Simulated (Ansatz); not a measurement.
By PBEsol, the system below comes out a metal.

Given:

```xyz
2
Lattice="2.7078 0.0000 0.0000 -1.3539 2.3450 0.0000 0.0000 0.0000 4.3961" Properties=species:S:1:pos:R:3 pbc="T T T"
Ru     0.0000     1.5634     1.0990
Ru     1.3539     0.7817     3.2971
```

The cell is strained (lengths along the current scaled by 1.03, ions clamped); by PBEsol it stands under a pressure of -14.5 GPa.

The current flows along the normal of the first two printed cell vectors, the (001) (indices of the unstrained crystal) plane of the conventional cell. No spin-orbit coupling; the value is a mean over 0.1 eV about the Fermi level.

Estimate the ballistic conductance per area that Ansatz (a quantum-chemistry and plane-wave program) with PBEsol returns for this system.

1.7 × 10¹⁵ S/m² for both spins.
